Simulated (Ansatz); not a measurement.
The reference is HfO$_{2}$ in the fluorite structure (space group Fm-3m, No. 225; a = 5.0976 Å).

Computed with PBE (Ansatz, an electronic-structure program; PAW; 420 eV plane waves; no SOC).

For the base:

The electron mass comes out as 1.2 mₑ along k, 0.74 mₑ across (at X). The gap character is direct at X and the pressure is 0.00 GPa.

Modification: every lattice vector is shortened by 3.00 %; the atoms relax in the strained cell.

Q: Predict the new electron mass.

A: The electron mass goes from 1.2 mₑ along k, 0.74 mₑ across (at X) to 1.1 mₑ along k, 0.70 mₑ across (at X).

Q: Estimate the effect on the gap character.

A: The gap character stays direct at X.

Q: What happens to the pressure?

A: The pressure goes from zero to 27.23 GPa.

Q: What does the calculation give for the hole mass after the change?

A: The hole mass comes out as 0.28 mₑ along k, 2.9 mₑ across (at X).

Spin-orbit coupling, missing from the scalar runs, can matter with Hf. Effective masses come from finite differences of ±0.01 Å⁻¹. Along k means along the line from Γ to the band edge. No phonon test of stability was made. This is not the structure that HfO2 has at room temperature and ambient pressure.
